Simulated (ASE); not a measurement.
Total g(r) from a molecular-dynamics run. Calculation: the machine-learned potential CHGNet 0.3.0 (ASE).

```
r (Å) | g(r)
     1.02 |  0.00
     1.14 |  0.00
     1.26 |  0.00
     1.38 |  0.00
     1.50 |  0.00
     1.62 |  0.01
     1.74 | ######## 0.89
     1.86 | ############################## 3.33
     1.98 | ####################### 2.55
     2.10 | ######## 0.86
     2.22 | # 0.16
     2.34 |  0.03
     2.46 |  0.01
     2.58 |  0.00
     2.70 |  0.04
     2.82 | ### 0.31
     2.94 | ############ 1.33
     3.06 | ####################### 2.53
     3.18 | ######################## 2.65
     3.30 | ############### 1.68
     3.42 | ########## 1.12
     3.54 | ############# 1.41
     3.66 | ################ 1.76
     3.78 | ############# 1.46
     3.90 | ####### 0.76
     4.02 | ### 0.29
     4.14 | ## 0.22
     4.26 | ### 0.38
     4.38 | ##### 0.56
```

Problem. Which system gave this curve?
(A) Mo (bcc), crystal, 304 K
(B) CoSi (B20 type), crystal, 294 K
(C) CoSi2 (fluorite type), crystal, 300 K
(D) AlN (zinc blende; a metastable form), crystal, 1403 K

Solution. D, AlN (zinc blende; a metastable form), crystal, 1403 K
